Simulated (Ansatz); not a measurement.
**Effect of electrons 5.0×10^21 cm⁻³ on CsPbCl3**

Base system: CsPbCl$_{3}$ in the cubic perovskite structure (space group Pm-3m, No. 221; a = 5.736 Å).

Now apply this change: electron doping at 5.0×10^21 cm⁻³ (0.943 per cell), with a uniform compensating background at fixed cell and a 300 K Fermi–Dirac width.

All numbers come from PBE (Ansatz, a program for electronic structure; PAW; 420 eV plane waves; no spin-orbit coupling). Γ-centred 8×8×8 mesh, Fermi–Dirac width 0.0259 eV.

* **Gap between the host's bands**: 2.14 eV (base 2.21 eV)
* **Gap character**: direct at R (base direct at R)
* **Valley order (the lowest conduction-band minima on the path, energy above the VBM, named in the base's zone)**: R along ⟨111⟩ 2.14 eV; Γ 2.65 eV (base R along ⟨111⟩ 2.21 eV; Γ 3.67 eV)
* **Fermi level relative to the doped band's edge (positive inside the band; to 0.05 eV)**: +0.75 eV

Final structure:

```
CsPbCl3
1.0
    5.73560     0.00000     0.00000
    0.00000     5.73560     0.00000
    0.00000     0.00000     5.73560
Cs Pb Cl
1 1 3
Direct
  0.00000   0.00000   0.00000
  0.50000   0.50000   0.50000
  0.00000   0.50000   0.50000
  0.50000   0.50000   0.00000
  0.50000   0.00000   0.50000
```
Cell charge -0.943426.

Carriers are added with a uniform compensating background; total energy and stress of such cells depend on the potential's zero and are not compared; many-body gap narrowing is missing at this level. With Pb present, leaving out spin-orbit coupling can change the band edges. No phonon test of stability was made. Many cubic perovskites are stable only at high temperature; tilts and polar distortions were not tested. This is not the structure that CsPbCl3 has at room temperature and ambient pressure.
